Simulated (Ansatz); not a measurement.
## BN under a change: pressure 7.5 GPa

Consider BN (space group R3m, No. 160; a = 2.5002 Å, c = 9.7570 Å (hexagonal axes); a cell from a computed database, its experimental status unchecked; layered, stacked along the Cartesian z axis).

It is then changed as follows: a hydrostatic pressure of 7.5 GPa.

Calculations: r2SCAN+rVV10 (Ansatz, a quantum-chemistry and plane-wave program; PAW; 500 eV plane waves; no SOC). Settings: 15×15×15 k-points, 0.05 eV Fermi–Dirac smearing.

The density grows by 0.30 g/cm³, from 2.34 g/cm³ to 2.64 g/cm³ and the lattice parameter a decreases by 0.014 Å (2.500 Å → 2.486 Å). The c/a ratio falls by 0.3807 (3.902 → 3.522) and the shortest interatomic distance falls by 0.0083 Å, from 1.444 Å to 1.435 Å. The enthalpy H = E + PV relative to the base's energy comes out as +0.38 eV/atom and the band gap shrinks by 0.31 eV (4.63 eV → 4.32 eV) (an upper bound: an edge found on the path is not a true extremum; the base alone).

Final structure:

```xyz
2
Lattice="1.2429 0.7176 2.9181 -1.2429 0.7176 2.9181 0.0000 -1.4352 2.9181" Properties=species:S:1:pos:R:3 pbc="T T T"
B      0.0000     0.0000     8.7551
N      0.0000     0.0000     2.9093
```

Load acts through the strain it causes; cell and atoms are relaxed under it. Whether these cells are dynamically stable was not tested. No other phases were tried under pressure.
